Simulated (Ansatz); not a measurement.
# Ga2O3 (model structure, started from the A-La2O3 type, P-3m1, No. 164, 5 atoms in the cell): lattice constant a by level of theory

No measured value is used here.

```
level (code)            value (Å)
---------------------  ----------
LDA (Ansatz)           (withheld)
PBEsol (Ansatz)             2.993
r²SCAN (Ansatz)             2.991
r²SCAN+rVV10 (Ansatz)       2.989
```

Task: Some entries are withheld; supply them.

Result: 
- LDA (Ansatz, a first-principles code), value (Å): 2.972

Cutoffs differ between the levels. Ansatz's density-functional and Hartree–Fock values are scalar-relativistic unless marked +SOC, with PAW data made under PBE.

A model structure was made by putting elements into a prototype or built by hand; it is no filed structure, need not be a known phase, and can be a saddle point held by its symmetry.
